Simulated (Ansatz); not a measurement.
# A self-consistent single point of CaGa₂ (P3m1, 6 atoms in the cell) with Ansatz

Method of the run: LDA (PW92), default PAW files made with PBE (plane waves; Ansatz, a program for electronic structure).

The input file:

Ansatz 0.2 input:
```yaml
# CaGa2
crystal:
  lattice:
    - [4.465476, 0.000000, 0.000000]
    - [-2.232738, 3.867216, 0.000000]
    - [0.000000, 0.000000, 7.424598]
  atoms:
    - { symbol: Ca, position: [0.000000, 0.000000, 0.256734] }
    - { symbol: Ca, position: [0.000000, 0.000000, 0.750000] }
    - { symbol: Ga, position: [0.333333, 0.666667, 0.042530] }
    - { symbol: Ga, position: [0.666667, 0.333333, 0.957470] }
    - { symbol: Ga, position: [0.666667, 0.333333, 0.542530] }
    - { symbol: Ga, position: [0.333333, 0.666667, 0.457470] }
basis:
  ecutwfc: 420.0 eV
kpoints:
  mp_grid: { grid: [8, 8, 4] }
hamiltonian:
  xc: lda
  pseudopotentials: { kind: paw }
scf:
  occupations: { method: fermi_dirac, width: 0.1 eV }
output:
  forces: true
  eigenvalues: true
  stress: true
```

The program printed (abridged):

```
WARN the atoms were moved onto the symmetric positions of the space group found under crystal.symmetry.tolerance 1.0e-5 (fractional …
WARN ansatz: RAYON_NUM_THREADS=1 ignored (pool sized by the plan → 1); use --threads N
Pseudopotentials: kind: paw
Pseudopotential: Ca, paw, valence charge 10
Pseudopotential: Ga, paw, valence charge 13
Crystal: 6 atoms, lattice volume = 128.215 Å³
Basis set: ecut = 420 eV, 2539 PW (Γ)
Bands: 44, of which v1, the nominal top of the filled ones, is band 36 counted from 1 (35 counted from 0)
Symmetry: 6 space group operations
Space group: P3m1 (ITA 156), of the structure as read, at distance tolerance 5.0e-5 Å
k-points: 35 of 256 (time reversal used)
PAW frozen core: Ca, regenerated for the run's functional, and the local potential with it
PAW frozen core: Ga, regenerated for the run's functional, and the local potential with it
Initial density: superposition of atomic densities (neutral atoms: chi_scale 0, normalization atom), corrected by the library's trained network
Initial wavefunctions: pseudopotential atomic-orbital guess
Eigensolver: davidson
Functional: x = slater, c = lda
SCF iter   1: F=—  HF=-18376.615767 eV  |F-HF|=—  |Δ(HF+E_count)|=         —  Δρ=6.20e-3  dr2=2.55e-2  ethr=1.77e-3  ⟨swp⟩=9.1  Hψ=6620  notcnv=0  defer=1
all-band conjugate gradients solve this SCF's bands
preconditioner: auto → Kerker (q_TF=auto, 2.478 Å⁻¹)
SCF iter   2: F=—  HF=-18376.611151 eV  |F-HF|=—  |Δ(HF+E_count)|=   4.62e-3  Δρ=3.01e-3  dr2=7.60e-3  ethr=3.54e-5  ⟨swp⟩=2.3  Hψ=3019  notcnv=0  defer=1
SCF iter   3: F=—  HF=-18376.609852 eV  |F-HF|=—  |Δ(HF+E_count)|=   1.30e-3  Δρ=1.09e-3  dr2=9.89e-4  ethr=1.06e-5  ⟨swp⟩=3.0  Hψ=3047  notcnv=0  defer=1
SCF iter   4: F=—  HF=-18376.609423 eV  |F-HF|=—  |Δ(HF+E_count)|=   4.29e-4  Δρ=3.31e-4  dr2=2.23e-4  ethr=1.37e-6  ⟨swp⟩=2.0  Hψ=2361  notcnv=0  defer=1
SCF iter   5: F=—  HF=-18376.609383 eV  |F-HF|=—  |Δ(HF+E_count)|=   3.97e-5  Δρ=9.79e-5  dr2=3.42e-5  ethr=3.09e-7  ⟨swp⟩=2.9  Hψ=2538  notcnv=0  defer=1
SCF iter   6: F=—  HF=-18376.609378 eV  |F-HF|=—  |Δ(HF+E_count)|=   5.54e-6  Δρ=2.80e-5  dr2=3.00e-6  ethr=4.75e-8  ⟨swp⟩=2.0  Hψ=1777  notcnv=0  defer=1
SCF iter   7: F=—  HF=-18376.609377 eV  |F-HF|=—  |Δ(HF+E_count)|=   6.96e-7  Δρ=1.27e-5  dr2=3.65e-7  ethr=4.17e-9  ⟨swp⟩=2.0  Hψ=2456  notcnv=0  defer=1
SCF iter   8: F=-18376.609377 eV  HF=-18376.609377 eV  |F-HF|=1.23e-7  |Δ(HF+E_count)|=   1.07e-7  Δρ=6.52e-6  dr2=9.56e-8  ethr=1.39e-10  ⟨swp⟩=6.4  Hψ=6397  notcnv=0
SCF 1 converged in 8 iterations: F = -18376.609377 eV  dr2 = 9.56e-8
SCF converged after 8 iterations
Free energy (F): -18376.609377 eV
Harris-Foulkes:  -18376.609377 eV  (|F-HF|=1.23e-7)
Internal energy: -18376.578302 eV  (E = F + TS)
E sigma→0 (E₀):  -18376.593840 eV
Entropy (-TS):   -0.031075 eV (-5.179 meV/atom)
Fermi energy:    8.908144 eV
--- Per-component energies (eV) ---
  E_band       = -440.486295
  E_kinetic    = 1021.748111
  E_local      = -9104.158166  (includes V_loc(G=0)·N_el)
  E_nonlocal   = 1831.043877
  E_hartree    = 4079.706337
  E_xc         = -548.612569
  E_vxc        = -577.888260  (∫ρ·V_xc dr)
  E_paw        = -9273.782931  (= ΣΔE_a)
  E_vpaw       = -1770.639913  (= ΣTr[D̂ρ^β])
  E_aug_tail   = -0.000490  (compensation charges beyond the density's cutoff)
  E_ewald      = -6390.002723
  E_core_change = 7.480251  (= ΣΔE_core)
  E_smearing   = -0.031075  (= −TS)
  E_closure    = 0.000000  (closes the sum)
  Σ components = -18376.609377   (vs F -18376.609377, Δ=0.00e0)
--- Forces (eV/Å), atoms counted from 1 ---
  atom   1  Ca    -0.00000000    -0.00000000    -0.23237723
  atom   2  Ca     0.00000000     0.00000000     0.09757971
  atom   3  Ga     0.00000000     0.00000000     0.01459688
  atom   4  Ga    -0.00000000     0.00000000     0.05026896
  atom   5  Ga     0.00000000     0.00000000     0.03426375
  atom   6  Ga     0.00000000    -0.00000000     0.03567164
  max |Σ_I F_I| component: 3.71e-6 eV/Å
--- Stress (GPa, compression-positive) ---
       -4.369348       0.000000       0.000000
        0.000000      -4.369348      -0.000000
        0.000000      -0.000000      -4.357301
  P = ⅓ Tr σ = -4.3653 GPa (-43.653 kbar)
  The stress holds the Pulay correction. Without it, at fixed plane waves, as pw.x and ABINIT print it: P = -4.3797 GPa
--- Band table (eV; the first three rows and the last of 35) ---
  k-point 0: bands = ["-31.6966", "-31.6855", "-13.1076", "-12.9884", "-12.9884", "-12.9703", "-12.9703", "-12.9456", "-6.0811", "-6.0811", "-6.0508", "-6.0508", "-6.0467", "-6.0368", "-6.0368", "-5.9972", "-5.9972", "-5.9517", "-5.9322", "-5.8600", [...]
  k-point 1: bands = ["-31.6950", "-31.6871", "-13.0847", "-12.9858", "-12.9858", "-12.9729", "-12.9729", "-12.9693", "-6.0813", "-6.0813", "-6.0501", "-6.0501", "-6.0399", "-6.0354", "-6.0354", "-5.9994", "-5.9994", "-5.9765", "-5.9061", "-5.8608", [...]
  k-point 2: bands = ["-31.6920", "-31.6901", "-13.0375", "-13.0174", "-12.9807", "-12.9807", "-12.9781", "-12.9781", "-6.0814", "-6.0814", "-6.0495", "-6.0495", "-6.0335", "-6.0335", "-6.0294", "-6.0018", "-6.0018", "-5.9953", "-5.8849", "-5.8615", [...]
  k-point 34: bands = ["-31.6898", "-31.6880", "-13.0285", "-13.0148", "-13.0118", "-13.0090", "-13.0027", "-13.0001", "-6.1657", "-6.1205", "-6.0865", "-6.0787", "-6.0403", "-6.0336", "-6.0065", "-5.9663", "-5.9622", "-5.9406", "-5.9129", [...]
```

The run converged in 8 iterations.

The starting cell comes from a database of computed structures (which also holds hypothetical and non-ambient phases and stackings), without a prior relaxation at this level. Its lattice was rescaled by up to half a per cent. One atom was moved a little off its site on purpose. With a pressure of about -4 GPa the cell is away from its equilibrium volume at this level. Ansatz's pressure includes its estimate of the finite-basis (Pulay) stress.
